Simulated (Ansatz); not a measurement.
Take ZnAu in the CsCl type structure (space group Pm-3m, No. 221; a = 3.187 Å; relaxed with 0.1 eV smearing) as the base. Axes: x, y, z lie along the cube axes.

The values are results of PBE in Ansatz (plane waves to 420 eV, PAW, no SOC), not measurements.

Perturbation: every lattice vector is shortened by 2.50 %, atoms relaxed at fixed cell.

**Question.** Predict the stress tensor and what it implies for the stiffness.

**Answer.** Stress of the strained cell less that of the base (GPa, compression positive):
```
   10.9     0.0     0.0
    0.0    10.9     0.0
    0.0     0.0    10.9
```

Then B = −ΔP/(ΔV/V₀) with ΔV/V₀ = -0.0731 gives secant stiffness values (nonlinear terms included at this strain): B ≈ 149 GPa.

As a check, the harmonic strain energy −½ V₀ Δσ:ε is 41 meV/atom; the computed energy rise is 37 meV/atom.

No phonon test of stability was made.

Ansatz is a first-principles code.
